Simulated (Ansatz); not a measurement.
**hypothetical diamond Al with two functionals, pressure 0.3 GPa**

Start from Al in the diamond structure (space group Fd-3m, No. 227; a = 6.0476 Å; a hypothetical phase, not in the database extracts checked).

(Cell as relaxed with PBE.)

Levels (all Ansatz, a quantum-chemistry and plane-wave program, PAW): PBE (420 eV, no spin-orbit coupling); PBEsol (420 eV, no spin-orbit coupling).

Each level relaxes its own structure.

| base | PBE | PBEsol |
|---|---|---|
| volume per atom | 27.65 Å³ | 26.94 Å³ |
| lattice parameter a | 6.048 Å | 5.995 Å |
| band gap | zero | zero |

Now apply this change: a hydrostatic pressure of 0.3 GPa.

| quantity | PBE | PBEsol |
|---|---|---|
| shortest interatomic distance | 2.612 Å | 2.590 Å |
| band gap | zero | zero |

PBE's shortest interatomic distance lies 0.022 Å above PBEsol's (0.9 %); the two agree on the band gap. Neither level is exact; PBEsol is the comparison here, not a measurement.

Load acts through the strain it causes; cell and atoms are relaxed under it. Stability against distortions was not tested.
